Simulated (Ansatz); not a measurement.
The parent structure is BeS in the zinc blende structure (space group F-43m, No. 216).

```
CELL_PARAMETERS angstrom
      0.00000     2.43806     2.43806
      2.43806     0.00000     2.43806
      2.43806     2.43806     0.00000
ATOMIC_POSITIONS crystal
  Be 0.00000 0.00000 0.00000
  S  0.25000 0.25000 0.25000
```

All numbers come from Ansatz (an electronic-structure program), PBE, PAW, cutoff 420 eV, spin-orbit coupling left out.

Before the change:

```
Property                       Result
---------  --------------------------
Hole mass  0.34, 0.57, 0.57 mₑ (at Γ)
```

The change: an isotropic linear strain of +2.00 %, atoms relaxed at fixed cell.

Task: What happens to the mean gap deformation potential ΔEg/Δln V?

Result: The mean gap deformation potential ΔEg/Δln V amounts to +2.0 eV.

Task: Predict the new hole mass.

Result: The hole mass (degenerate bands, along [100]) becomes 0.33, 0.62, 0.62 mₑ (at Γ) (base: 0.34, 0.57, 0.57 mₑ (at Γ)).

Masses are band curvatures over ±0.01 Å⁻¹ around the edge. Whether these cells are dynamically stable was not tested.
